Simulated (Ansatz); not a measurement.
Take SiC in the wurtzite structure (space group P6_3mc, No. 186; a = 3.0919 Å, c = 5.0742 Å) as the base. Axes: x lies along a and z along c of the hexagonal cell.

Level of theory: DFT with PBE, PAW potentials and a 420 eV plane-wave cutoff in Ansatz (a program for electronic structure), without spin-orbit coupling, earlier PAW set.

Base values:

The pressure comes out as 0.00 GPa.

It is then changed as follows: uniaxial strain ε_zz = +2.73 %, all other strain components held at zero; the atoms relax in the strained cell.

**Question.** Predict the new pressure and energy relative to the base.

**Answer.** The pressure (mean of the normal stresses, compression positive) goes from zero to -5.30 GPa; the energy increases by 12 meV/atom.

No phonon test of stability was made.
